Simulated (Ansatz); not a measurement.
The starting structures come from a database of crystals and need not be the phases stable at ambient conditions.

# Evanescent states of Ba2NF (R-3m, not sure to be the ambient phase, 4 atoms a cell, 23.4 Å³ an atom) along the normal of (110)

These are r2SCAN (plane waves, PAW; Ansatz, a quantum-chemistry and plane-wave program) values and carry that method's errors.

The gap is the functional's own. No spin-orbit coupling. Mid-gap values are interpolated on the energy grid.

Energies count from the valence-band top; κ is the least over a 6×6 mesh across the current.

| E (eV) | κ (1/Å) | where |
|---|---|---|
| 0.04 | 0.143 | off Γ |
| 0.12 | 0.235 | off Γ |
| 0.20 | 0.254 | Γ |
| 0.28 | ? | Γ |
| 0.36 | ? | Γ |
| 0.44 | ? | Γ |
| 0.52 | ? | Γ |
| 0.60 | ? | Γ |
| 0.68 | ? | Γ |
| 0.76 | ? | Γ |
| 0.84 | ? | Γ |
| 0.92 | ? | Γ |
| 1.00 | 0.162 | Γ |
| 1.08 | 0.132 | Γ |
| 1.16 | 0.091 | Γ |

Some entries are withheld; supply them.


- 0.28, κ (1/Å): 0.259
- 0.36, κ (1/Å): 0.262
- 0.44, κ (1/Å): 0.264
- 0.52, κ (1/Å): 0.265
- 0.60, κ (1/Å): 0.255
- 0.68, κ (1/Å): 0.241
- 0.76, κ (1/Å): 0.225
- 0.84, κ (1/Å): 0.207
- 0.92, κ (1/Å): 0.186
